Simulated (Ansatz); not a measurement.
A self-consistent single point of a (001) slab of PtS2 (cut from a parent of space group no. 164; 6 atoms in the cell) with Ansatz (a first-principles code).

Method of the run: PBE (plane waves, PAW; Ansatz).

```yaml
crystal:
  lattice:
    - [3.52230, 0.00000, 0.00000]
    - [-1.76115, 3.05040, 0.00000]
    - [0.00000, 0.00000, 21.32160]
  atoms:
    - { symbol: Pt, position: [0.00000, 0.00000, 0.38240] }
    - { symbol: S, position: [0.33333, 0.66667, 0.43650] }
    - { symbol: S, position: [0.66667, 0.33333, 0.32831] }
    - { symbol: Pt, position: [0.00000, 0.00000, 0.61760] }
    - { symbol: S, position: [0.33333, 0.66667, 0.67169] }
    - { symbol: S, position: [0.66667, 0.33333, 0.56350] }
```

Reference input (self-consistent single point, DFT, PBE, plane waves, default PAW files): basis.ecutwfc = 420 eV; kpoints.mp_grid.grid = 7 7 1; hamiltonian.xc = pbe; hamiltonian.pseudopotentials = {kind: paw} (the program's default PAW files); scf.occupations.method = fermi_dirac; scf.occupations.width = 0.05 eV. This run's input differs from it in these lines:

Ansatz 0.2 input:
```diff
@@ -16,3 +16,3 @@
 kpoints:
-  mp_grid: { grid: [7, 7, 1] }
+  mp_grid: { grid: [9, 9, 1] }
 hamiltonian:
```

The program printed (abridged):

```
SCF iter   1: F=—  HF=-28656.114447 eV  |F-HF|=—  |Δ(HF+E_count)|=         —  Δρ=2.30e-3  dr2=1.36e-2  ethr=1.77e-3  ⟨swp⟩=10.2  Hψ=2250  notcnv=0
all-band conjugate gradients solve this SCF's bands
preconditioner: auto → Resta (q_TF=auto, 2.182 Å⁻¹)
SCF iter   2: F=—  HF=-28656.112950 eV  |F-HF|=—  |Δ(HF+E_count)|=   1.50e-3  Δρ=1.17e-3  dr2=4.01e-3  ethr=2.27e-5  ⟨swp⟩=2.2  Hψ=862  notcnv=0  defer=3
   [... lines left out ...]
SCF iter   5: F=—  HF=-28656.113249 eV  |F-HF|=—  |Δ(HF+E_count)|=   1.89e-4  Δρ=1.63e-4  dr2=1.27e-4  ethr=1.48e-7  ⟨swp⟩=3.4  Hψ=990  notcnv=0  defer=3
SCF iter   6: F=—  HF=-28656.113228 eV  |F-HF|=—  |Δ(HF+E_count)|=   2.11e-5  Δρ=3.90e-5  dr2=9.75e-6  ethr=1.48e-7  ⟨swp⟩=2.0  Hψ=592  notcnv=0  defer=3
SCF iter   7: F=—  HF=-28656.113227 eV  |F-HF|=—  |Δ(HF+E_count)|=   1.09e-6  Δρ=1.87e-5  dr2=1.61e-6  ethr=1.62e-8  ⟨swp⟩=2.0  Hψ=600  notcnv=0  defer=3
SCF iter   8: F=-28656.113227 eV  HF=-28656.113227 eV  |F-HF|=9.86e-9  |Δ(HF+E_count)|=   5.34e-8  Δρ=3.19e-6  dr2=3.37e-8  ethr=1.67e-10  ⟨swp⟩=8.2  Hψ=2384  notcnv=0
SCF 1 converged in 8 iterations: F = -28656.113227 eV  dr2 = 3.37e-8
Free energy (F): -28656.113227 eV
Internal energy: -28656.113225 eV  (E = F + TS)
E sigma→0 (E₀):  -28656.113226 eV
Entropy (-TS):   -0.000002 eV (-0.000 meV/atom)
Fermi energy:    2.811979 eV
--- Forces (eV/Å), atoms counted from 1 ---
  atom   1  Pt     0.00000000    -0.00000000     0.13125945
  atom   2  S      0.00000000    -0.00000000     1.23053464
  atom   3  S      0.00000000     0.00000000    -1.51917255
  atom   4  Pt     0.00000000     0.00000000    -0.13125945
  atom   5  S      0.00000000    -0.00000000     1.51917255
  atom   6  S     -0.00000000     0.00000000    -1.23053464
--- Stress (GPa, compression-positive) ---
        6.362829       0.000000       0.000000
        0.000000       6.362829      -0.000000
        0.000000      -0.000000       4.988231
  P = ⅓ Tr σ = 5.9046 GPa (59.046 kbar)
  The stress holds the Pulay correction. Without it, at fixed plane waves, as pw.x and ABINIT print it: P = 5.8886 GPa
```

The run converged in 8 iterations. Against the reference run the free energy is nearly the same (within 1 meV/atom), the largest force hardly changes (1.517 to 1.519 eV/Å) and the gap on the mesh goes from 1.111 to 1.207 eV.

The starting cell has typed, rounded lattice constants, without a prior relaxation at this level. The slab is cut from that crystal, and its faces are unrelaxed. Its lattice was rescaled by up to half a per cent. Spin-orbit coupling is off. Spin polarisation is off, though cut faces can carry moments; a gap of a slab can lie between surface states. Forces in this geometry exceed 1 eV/Å. Another mesh or the band path of this cell gives a smaller gap, so this value is not converged in the mesh.
